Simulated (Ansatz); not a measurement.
An Ansatz (an electronic-structure program) input (PBEsol (Ansatz, PAW, no spin-orbit coupling), earlier PAW set):

Ansatz 0.2 input:
```yaml
crystal:
  lattice:
    - [0, 3.8975932955, 3.8975932955]
    - [3.8975932955, 0, 3.8975932955]
    - [3.8975932955, 3.8975932955, 0]
  atoms:
    - { symbol: Zn, position: [0.75, 0.75, 0.75] }
    - { symbol: S, position: [0, 0, 0] }
    - { symbol: O, position: [0.8909479504, 0.3271561489, 0.8909479504] }
    - { symbol: O, position: [0.3271561489, 0.8909479504, 0.8909479504] }
    - { symbol: O, position: [0.8909479504, 0.8909479504, 0.8909479504] }
    - { symbol: O, position: [0.8909479504, 0.8909479504, 0.3271561489] }
basis: { ecutwfc: 420, ecutrho_ratio: 4, xc_grid: 2, fft_grid_basis: typed }
kpoints: { mp_grid: { grid: [7, 7, 7] } }
hamiltonian:
  xc: pbesol
  dispersion: none
  pseudopotentials: { azcp: { folder: ./paw }, kind: paw }
scf: { occupations: { method: fermi_dirac, width: 0.05 }, convergence: { dr2_threshold: 0.0000000006 } }
output: { forces: true, stress: true }
```

### Question
Which symmetry and how many k-points will the program report, and about how many plane waves at Γ?

### Answer
Space group F-43m (ITA 216) with 24 operations, k-points 20 of 343, and 2277 plane waves at Γ.

No phonon test of stability was made. The cell is ZnSO4 (space group F-43m, No. 216).
